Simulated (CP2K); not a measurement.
Worked example: self-consistent single point of TiSi2 (Fddd, 6 atoms in the cell) in CP2K.

Computed with PBE, GPW, DZVP-MOLOPT-SR-GTH basis, GTH-PBE potentials (GTH_POTENTIALS) in CP2K 2026.2.

The change in words: lattice scaled by 0.98. Reference geometry:
```
CELL_PARAMETERS angstrom
      6.05713     0.00000     0.00000
      3.13361     3.88908     0.00000
      2.92352    -0.82215     3.80118
ATOMIC_POSITIONS crystal
  Ti 0.50000 0.50000 0.50000
  Ti 0.75000 0.75000 0.75000
  Si 0.83743 0.16257 0.83743
  Si 0.16257 0.83743 0.16257
  Si 0.41257 0.08743 0.41257
  Si 0.08743 0.41257 0.08743
```

Reference input (self-consistent single point, DFT PBE, GPW, DZVP-MOLOPT-SR-GTH basis, GTH-PBE potentials (GTH_POTENTIALS)): CUTOFF = 600 Ry; REL_CUTOFF = 60 Ry; SMEAR/METHOD = GAUSSIAN; SIGMA = 0.05 eV; KPOINTS/SCHEME = MONKHORST-PACK 7 7 7; XC_FUNCTIONAL = PBE; Ti/BASIS_SET = DZVP-MOLOPT-SR-GTH-q12; Ti/POTENTIAL = GTH-PBE-q12; Si/BASIS_SET = DZVP-MOLOPT-SR-GTH-q4; Si/POTENTIAL = GTH-PBE-q4; METHOD = GPW; EPS_DEFAULT = 1e-10. This run's input differs from it in these lines:

```diff
@@ -63,5 +63,5 @@
     &CELL
-      A 6.05712800 0.00000000 0.00000000
-      B 3.13361300 3.88907600 0.00000000
-      C 2.92351500 -0.82215300 3.80118100
+      A 5.93598500 0.00000000 0.00000000
+      B 3.07094000 3.81129400 0.00000000
+      C 2.86504500 -0.80571000 3.72515700
       PERIODIC XYZ
@@ -69,8 +69,8 @@
     &COORD
-      Ti       6.05712800     1.53346150     1.90059050
-      Ti       9.08569200     2.30019225     2.85088575
-      Si       8.03009133    -0.05624850     3.18322300
-      Si       4.08416467     3.12317150     0.61795800
-      Si       3.97911567     0.00082625     1.56825325
-      Si       2.07801233     1.53263525     0.33233725
+      Ti       5.93598500     1.50279200     1.86257850
+      Ti       8.90397750     2.25418800     2.79386775
+      Si       7.86948927    -0.05512366     3.11955823
+      Si       4.00248073     3.06070766     0.60559877
+      Si       3.89953323     0.00080966     1.53688802
+      Si       2.03645177     1.50198234     0.32569048
     &END COORD
```

The program printed (abridged):

```
 SCF WAVEFUNCTION OPTIMIZATION

  Step     Update method      Time    Convergence         Total energy    Change
     1 NoMix/Diag. 0.20E+00      -     1.92409812      -133.6729485318 -1.34E+02
     2 Broy./Diag. 0.20E+00      -     0.01583905      -132.8603979544  8.13E-01
     3 Broy./Diag. 0.20E+00      -     0.06028723      -132.6135298834  2.47E-01
     4 Broy./Diag. 0.20E+00      -     0.02587149      -132.6357003890 -2.22E-02
     5 Broy./Diag. 0.20E+00      -     0.00280236      -132.3072113826  3.28E-01
     6 Broy./Diag. 0.20E+00      -     0.00150253      -132.2430782996  6.41E-02
   [... 6 lines left out ...]
    13 Broy./Diag. 0.20E+00      -     0.00000042      -132.2536119611 -7.76E-06
    14 Broy./Diag. 0.20E+00      -     0.00000053      -132.2536209603 -9.00E-06
    15 Broy./Diag. 0.20E+00      -     0.00000030      -132.2536260645 -5.10E-06
    16 Broy./Diag. 0.20E+00      -     0.00000009      -132.2536253966  6.68E-07
  *** SCF run converged in    16 steps ***

  Overlap energy of the core charge distribution:               0.00000000000025
  Self energy of the core charge distribution:               -254.83012768855599
  Core Hamiltonian energy:                                     63.36828097976787
  Hartree energy:                                              78.97184139573231
  Exchange-correlation energy:                                -19.76351253168689
  Smearing free energy correction:                             -0.00010755182948
  Fermi energy:                                                 0.39263447971399

  Total energy:                                              -132.25362539661361
  Total energy (extrapolated to sigma->0):                   -132.25357162069886

                     Mulliken Population Analysis

   [... lines left out ...]

 STRESS| Analytical stress tensor [bar]
 STRESS|                        x                   y                   z
 STRESS|      x        1.70478141464E+04   5.59823143710E+03  -4.51788117134E+03
 STRESS|      y        5.59823143710E+03   1.95153761573E+04   3.67520378018E+03
 STRESS|      z       -4.51788117134E+03   3.67520378018E+03   2.11068857377E+04
 STRESS| 1/3 Trace                                             1.92233586805E+04
```

The run converged in 16 iterations. Against the reference run the free energy falls by 12.6 meV/atom, the pressure goes from -6.10 to 1.92 GPa and the largest force goes from 0.008 to 0.022 eV/Å.

The starting cell comes from a database of computed structures (which also holds hypothetical and non-ambient phases and stackings), without a prior relaxation at this level. Its lattice was rescaled by a random factor within 2.5 % of one. For this run, on top of that: lattice scaled by 0.98. Spin polarisation is off. Values carry the incompleteness of an atom-centred basis.

Cost on one core of a shared machine: roughly 3 min.
